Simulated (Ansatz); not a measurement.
GaP: response to strain

The parent structure is GaP in the zinc blende structure (space group F-43m, No. 216).

```xyz
2
Lattice="0.0000 2.7259 2.7259 2.7259 0.0000 2.7259 2.7259 2.7259 0.0000" Properties=species:S:1:pos:R:3 pbc="T T T"
P      4.0888     4.0888     4.0888
Ga     0.0000     0.0000     0.0000
```

Cartesian axes are those of the cell as printed.

Strains are applied to the cell and any free atomic positions relax.

The values are results of plane-wave PAW DFT at the r2SCAN level (Ansatz, a program for electronic structure, 500 eV), spin-orbit coupling left out, earlier PAW set, not measurements.

Notes on the quantities. energy relative to the base: free energy F.

| variant | gap character | energy relative to the base | electron mass | band gap | shortest interatomic distance |
|---|---|---|---|---|---|
| base | indirect, Γ → Γ–X (87 % along) | 0 meV/atom | 1.1 mₑ along k, 0.23 mₑ across (off the special points) | 1.85 eV | 4.461 bohr |
| isotropic strain +3.49 % | direct at Γ | +54 meV/atom | 0.090 mₑ (at Γ) | 1.47 eV | 4.617 bohr |
| uniaxial strain ε_xx = +0.28 % | indirect, Γ → Γ–X (87 % along) | +0.1 meV/atom | 1.1 mₑ along k, 0.23 mₑ across (off the special points) | 1.84 eV | 4.465 bohr |
| uniaxial strain ε_zz = +3.92 % | indirect, Γ → Γ–X (87 % along) | +13 meV/atom | 0.94 mₑ along k, 0.23 mₑ across (off the special points) | 1.72 eV | 4.520 bohr |

Masses are band curvatures over ±0.01 Å⁻¹ around the edge. Along k means along the line from Γ to the band edge. Whether these cells are dynamically stable was not tested. Labels are those of the standard path for the cell's own space group.
